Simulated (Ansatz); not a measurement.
The starting structures come from a database of crystals and need not be the phases stable at ambient conditions.

Tunnelling through a barrier is set by its complex band structure: the current falls as exp(−2κd) with the smallest κ.

Data:

```
CELL_PARAMETERS angstrom
      7.81812     0.00000     0.00000
     -2.29227     7.61374     0.00000
      0.80965    -0.58762     3.41453
ATOMIC_POSITIONS crystal
  V  0.84670 0.57790 0.36560
  V  0.15330 0.42210 0.63440
  V  0.85610 0.14990 0.14690
  V  0.14390 0.85010 0.85310
  Ag 0.49180 0.72220 0.11520
  Ag 0.50820 0.27780 0.88480
  O  0.68790 0.68850 0.50030
  O  0.31210 0.31150 0.49970
  O  0.71980 0.35640 0.31830
  O  0.28020 0.64360 0.68170
  O  0.65680 0.01360 0.17840
  O  0.34320 0.98640 0.82160
  O  0.00000 0.00000 0.00000
  O  0.91060 0.21820 0.65380
  O  0.08940 0.78180 0.34620
  O  0.07800 0.40980 0.16590
  O  0.92200 0.59020 0.83410
```

Space group of this cell: C2/m. The cell is taken as given; by r2SCAN its mean pressure is -2.1 GPa.

Transport runs along the normal of the first two printed cell vectors.

The gap is the functional's own. No spin-orbit coupling. Mid-gap values are interpolated on the energy grid.

Question: Predict the band gap and the smallest decay constant κ at mid-gap from r2SCAN in Ansatz (a quantum-chemistry and plane-wave program).

Answer: Gap 0.76 eV on a 10×10×10 mesh; κ = 0.225 1/Å, at (0.000, 0.500) of the in-plane reciprocal vectors. At the zone centre, at the nearest computed energy, the slowest state has κ = 0.32 1/Å.
